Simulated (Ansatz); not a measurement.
## BeS: energy against strain

BeS (zinc blende, F-43m, 14.156 Å³/atom at rest) under an equal strain ε in the (111) plane with the normal axis free, as in a coherent film. PBEsol in Ansatz, a plane-wave DFT program (PAW, default set), 420 eV, 12×12×12 Γ-centred mesh, Fermi-Dirac smearing 0.05 eV; ions are relaxed within the symmetry of each cell.

Here s stands for strain and y for E less E0.

```
strain (%)  E less E0 (meV/atom)
----------  --------------------
-1.25                       3.29
-0.83                       1.43
-0.42                       0.36
0.00                        0.00
0.42                        0.36
0.83                        1.40
1.25                        3.14
2.50                           ?
```

Fit y of the 7 rows that show it with a parabola. Least squares gives y = -0.002 - 0.0437·s + 2.0588·s². Residuals (row less fit): 0.020, -0.023, -0.020, 0.002, 0.017, 0.020, -0.020; standard error 0.025 (degrees of freedom: 4). Twice the quadratic coefficient over the volume, 2 × 2.0588 meV × 10⁴ × 0.1602 / 14.156 Å³, is twice the biaxial elastic modulus of this plane = 466 ± 4 GPa.

Q: What does the fit predict for y at s = 2.50, and how far is the calculated value from it?

A: y = -0.002 - 0.0437 × 2.50 + 2.0588 × 2.50² = 12.756 meV/atom. The calculation gives 12.20 meV/atom, 0.556 meV/atom below the prediction (4.6 % of the range of y in the table). The row lies outside the fitted rows, so this is an extrapolation. From the scatter of the fitted rows alone, a prediction at this place has a standard error of 0.094 meV/atom, so the miss is 5.9 times that.

One order more, fitted to all 13 runs of the series, follows each within 0.01, so the miss is the next term of a smooth law. Rows are the converged runs of the series near zero and its far end; series whose fitted rows scatter by over a few per cent of the range, as at a crossing or softening among them, aren't shown in this form. Most that stay on the fit to the last digits aren't either.
